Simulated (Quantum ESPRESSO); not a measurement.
```
Ti5Nb5Ge6
1.0
    5.27698     0.00000     0.00000
    0.00000     6.55532     3.78987
    0.00000    -6.55532     3.78987
Ti Nb Ge
5 5 6
Cartesian
  2.63849   4.87283   4.76015
  2.63849  -4.87283   4.76015
  0.00000   0.00000   1.94481
  0.00000  -4.88503   2.82648
  0.00000   4.88503   2.82648
  3.96375  -2.18332   3.79404
  1.31323   2.18332   3.79404
  1.31323  -2.18332   3.79404
  3.96375   2.18332   3.79404
  2.63849   0.00000   5.61681
  2.63849   0.00000   2.88742
  2.63849  -4.01159   2.34229
  2.63849   4.01159   2.34229
  0.00000   0.00000   4.66972
  0.00000  -2.50728   1.45266
  0.00000   2.50728   1.45266
```

Method of the run: PBEsol, GBRV 1.5 ultrasoft (PBESOL) pseudopotentials (plane waves; Quantum ESPRESSO).

The set-up and first iterations of a Quantum ESPRESSO log for Ti₅Nb₅Ge₆ (Amm2, 16 atoms in the cell):

```
     Message from routine setup:
     using ibrav=0 with symmetry is DISCOURAGED, use correct ibrav instead
     G-vector sticks info
     --------------------
     sticks:   dense  smooth     PW     G-vecs:    dense   smooth      PW
     Sum        4541    2285    637               239149    84631   12615

     bravais-lattice index     =            0
     lattice parameter (alat)  =       9.9720  a.u.
     unit-cell volume          =    1769.4155 (a.u.)^3
     number of atoms/cell      =           16
     number of atomic types    =            3
     number of electrons       =       209.00
     number of Kohn-Sham states=          126
     kinetic-energy cutoff     =      50.0000  Ry
     charge density cutoff     =     400.0000  Ry
     scf convergence threshold =      1.0E-09
     mixing beta               =       0.7000
     number of iterations used =            8  plain     mixing
     Exchange-correlation= SLA  PW   PSX  PSC
   [... lines left out ...]

     number of k points=    12  Marzari-Vanderbilt smearing, width (Ry)=  0.0221
                       cart. coord. in units 2pi/alat
        k(    1) = (   0.0000000   0.0000000   0.0000000), wk =   0.0555556
        k(    2) = (   0.0000000  -0.1341652   0.2320651), wk =   0.2222222
        k(    3) = (   0.0000000   0.0000000   0.4641301), wk =   0.1111111
        k(    4) = (   0.0000000   0.2683304  -0.0000000), wk =   0.1111111
        k(    5) = (   0.2500000   0.0000000   0.0000000), wk =   0.1111111
        k(    6) = (   0.2500000  -0.1341652   0.2320651), wk =   0.4444444
        k(    7) = (   0.2500000   0.0000000   0.4641301), wk =   0.2222222
        k(    8) = (   0.2500000   0.2683304  -0.0000000), wk =   0.2222222
        k(    9) = (  -0.5000000   0.0000000   0.0000000), wk =   0.0555556
        k(   10) = (  -0.5000000  -0.1341652   0.2320651), wk =   0.2222222
        k(   11) = (  -0.5000000   0.0000000   0.4641301), wk =   0.1111111
        k(   12) = (  -0.5000000   0.2683304  -0.0000000), wk =   0.1111111

     Dense  grid:   239149 G-vectors     FFT dimensions: (  64,  96,  96)

     Smooth grid:    84631 G-vectors     FFT dimensions: (  45,  72,  72)

     Initial potential from superposition of free atoms

     starting charge     203.9825, renormalised to     209.0000

     negative rho (up, down):  6.007E-03 0.000E+00
     Self-consistent Calculation

     iteration #  1     ecut=    50.00 Ry     beta= 0.70

     total energy              =   -2391.44704524 Ry
     estimated scf accuracy    <      93.06269081 Ry

     iteration #  2     ecut=    50.00 Ry     beta= 0.70

     total energy              =   -2384.62219728 Ry
     estimated scf accuracy    <     840.01742450 Ry

     iteration #  3     ecut=    50.00 Ry     beta= 0.70

     total energy              =   -2467.37991715 Ry
     estimated scf accuracy    <      48.16088332 Ry
```

Problem. How does the run end?

Solution. The run converged in 25 iterations. Its thresholds were met; that alone does not show that basis and mesh suffice. It ends on: free energy E − TS -33541.3255 eV; Fermi level (on the code's own zero) 15.59 eV; pressure 0.15 GPa; largest force (vector length) 0.111 eV/Å. The log goes on:

```
   [... 20 blocks of this kind left out ...]

     iteration # 24     ecut=    50.00 Ry     beta= 0.70

     negative rho (up, down):  3.280E-03 0.000E+00

     total energy              =   -2465.24195562 Ry
     estimated scf accuracy    <          2.3E-09 Ry

     iteration # 25     ecut=    50.00 Ry     beta= 0.70

     negative rho (up, down):  3.280E-03 0.000E+00
     End of self-consistent calculation

     the Fermi energy is    15.5865 ev

!    total energy              =   -2465.24195562 Ry
     estimated scf accuracy    <          1.8E-10 Ry
     smearing contrib. (-TS)   =      -0.01073987 Ry
     internal energy E=F+TS    =   -2465.23121576 Ry

     convergence has been achieved in  25 iterations

     negative rho (up, down):  3.280E-03 0.000E+00

     Forces acting on atoms (cartesian axes, Ry/au):

     atom    1 type  1   force =     0.00000000   -0.00126148   -0.00037386
     atom    2 type  1   force =     0.00000000    0.00126148   -0.00037386
     atom    3 type  1   force =     0.00000000    0.00000000    0.00373700
     atom    4 type  1   force =     0.00000000    0.00231101   -0.00120589
     atom    5 type  1   force =     0.00000000   -0.00231101   -0.00120589
     atom    6 type  2   force =    -0.00428383    0.00042792    0.00021643
   [... lines left out ...]

     Total force =     0.010620     Total SCF correction =     0.000041

     negative rho (up, down):  3.280E-03 0.000E+00
          total   stress  (Ry/bohr**3)                   (kbar)     P=        1.52
  -0.00003467  -0.00000000  -0.00000000           -5.10       -0.00       -0.00
  -0.00000000   0.00003811   0.00000000           -0.00        5.61        0.00
  -0.00000000   0.00000000   0.00002761           -0.00        0.00        4.06

   JOB DONE.
```

For comparison: a first run was changed to give this one (degauss: 0.0099958 Ry → 0.02205 Ry), and from it to this one the free energy drops by 3.9 meV/atom, the pressure moves little (0.10 to 0.15 GPa) and the largest force goes from 0.091 to 0.111 eV/Å.

The starting cell comes from a database of computed structures (which also holds hypothetical and non-ambient phases and stackings), without a prior relaxation at this level. Its lattice was rescaled by a random factor within 2.5 % of one. Spin polarisation is off.

The run was DFT, PBEsol, plane waves, GBRV 1.5 ultrasoft (PBESOL) pseudopotentials. Main settings of its input:

- ecutwfc: 50 Ry
- ecutrho: 400 Ry
- occupations: smearing
- smearing: marzari-vanderbilt
- degauss: 0.02205 Ry
- K_POINTS: automatic 4 3 3 0 0 0
- conv_thr: 1e-09 Ry
- mixing_beta: 0.7
